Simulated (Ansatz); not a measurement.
**Pressure series in CdTe**

Take CdTe in the zinc blende structure (space group F-43m, No. 216) as the base.

```
CdTe
1.0
    0.00000     3.27889     3.27889
    3.27889     0.00000     3.27889
    3.27889     3.27889     0.00000
Cd Te
1 1
Direct
  0.00000   0.00000   0.00000
  0.25000   0.25000   0.25000
```

Cell and atoms are relaxed at each pressure.

Calculations: r2SCAN in Ansatz (plane waves to 500 eV, PAW, no spin-orbit coupling).

Two rows of this table had their results exchanged by mistake.

```
pressure           volume per atom (Å³)  shortest distance (Å)  band gap
-----------------  --------------------  ---------------------  --------
pressure −2 GPa                   30.18                  2.696   1.67 eV
pressure −1 GPa                   36.20                  2.865   1.08 eV
pressure 0.9 GPa                  34.51                  2.819   1.23 eV
pressure 2.1 GPa                  33.64                  2.796   1.32 eV
pressure 4.5 GPa                  32.21                  2.755   1.46 eV
pressure 9 GPa                    37.31                  2.894   0.99 eV
pressure 15 GPa                   28.23                  2.637   1.89 eV
pressure 22.5 GPa                 26.47                  2.581   2.10 eV
pressure 30 GPa                   25.13                  2.537   2.05 eV
```

Task: Which two?

Result: The rows for pressure −2 GPa and pressure 9 GPa: the volume has to fall steadily with pressure, so 37.31 Å³ belongs to pressure −2 GPa and 30.18 Å³ to pressure 9 GPa.

Spin-orbit coupling, missing from the scalar runs, can matter with Te. Load acts through the strain it causes; cell and atoms are relaxed under it. Stability against distortions was not tested. Measured, CdTe leaves this structure (for cinnabar) near 3.53 GPa (temperature not stated; as listed in Datta, Sujoy, Jana, Debnarayan, arXiv (2020)), on rising pressure, with hysteresis.

Ansatz is a quantum-chemistry and plane-wave program.
